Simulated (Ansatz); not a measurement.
Ta3N5 (Cmcm), PBEsol, rigid bands in Ansatz (an electronic-structure program): N_v = 2.35e19 cm⁻³ at 300 K and a hole conductivity mass of 0.443 mₑ along z (a = (1.94, -5.11, 0.00) Å; b = (1.94, 5.11, 0.00) Å; c = (0.00, 0.00, 10.24) Å).

Task: For 1e17 holes per cm³ at 300 K, place the Fermi level, estimate the Seebeck coefficient of a parabolic band with constant τ, and give mobility and conductivity for τ = 5 fs.

Result: The level lies k_BT ln(N_v/p) = 0.141 eV above the valence-band maximum. S ≈ +(k_B/e)[ln(N_v/p) + 5/2] = 686 μV/K, against 698 μV/K from the full bands (mean over directions). μ = eτ/m = 19.9 cm²/(V·s) and σ = peμ = 0.318 S/cm. τ is assumed, not computed.

Band transport and this doping are assumed; polarons and phonon drag are left out. Spin-orbit coupling is left out; with 5d elements it also splits d-like band edges.

Formula and space group known from diffraction (Crystallography Open Database), not checked to be the room-temperature form: Ta3N5 (Cmcm).
